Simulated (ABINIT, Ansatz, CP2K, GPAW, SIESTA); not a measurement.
Br (Cmce, 4 atoms in the cell) computed with different codes at matched settings

Band-structure calculation.

```yaml
crystal:
  lattice:
    - [2.25501, -3.35734, 0.00000]
    - [2.25501, 3.35734, 0.00000]
    - [0.00000, 0.00000, 8.77842]
  atoms:
    - { symbol: Br, position: [0.86100, 0.86100, 0.88900] }
    - { symbol: Br, position: [0.63900, 0.63900, 0.38900] }
    - { symbol: Br, position: [0.36100, 0.36100, 0.61100] }
    - { symbol: Br, position: [0.13900, 0.13900, 0.11100] }
```

Shared settings, as Ansatz (an electronic-structure program) writes them: kpoints.mp_grid.grid = 3 3 2; scf.occupations.method = fermi_dirac; scf.occupations.width = 0.0015 Ry. Potentials and cutoffs stand in the table.

| code | model | gap along the path (eV) | smallest direct gap (eV) | cutoff |
|---|---|---|---|---|
| GPAW | PBE, GPAW PAW datasets PBE (gpaw-data 1.0.1) | 1.67 | 1.72 | 550 eV |
| ABINIT | PBE, norm-conserving pseudopotentials (PseudoDojo nc-sr-05 PBE standard) | 1.65 | 1.70 | 23 Ha |
| Ansatz | PBE, default PAW files | 1.68 | 1.74 | default |
| SIESTA | GGA PBE, numerical atomic orbitals DZP, PseudoDojo PBE standard norm-conserving potentials (rewritten from UPF to PSML) | 1.65 | 1.66 | grid 400 Ry |
| CP2K | PBE, GPW, DZVP-MOLOPT-SR-GTH basis, GTH-PBE potentials (GTH_POTENTIALS) | 1.60 | 1.63 | grid 400 Ry |

The spread over the programs that give each value: gap along the path within 0.08 eV; smallest direct gap within 0.11 eV.

SIESTA and CP2K use small atom-centred bases, whose incompleteness enters pressures, forces and empty levels differently from a plane-wave cutoff.

The starting cell has typed, rounded lattice constants, without a prior relaxation at this level. Its lattice was rescaled by a random factor within 2.5 % of one.

Left out of this page: Quantum ESPRESSO and FLEUR (not drawn, or without a comparable value).

Keys are those of Ansatz 0.2.
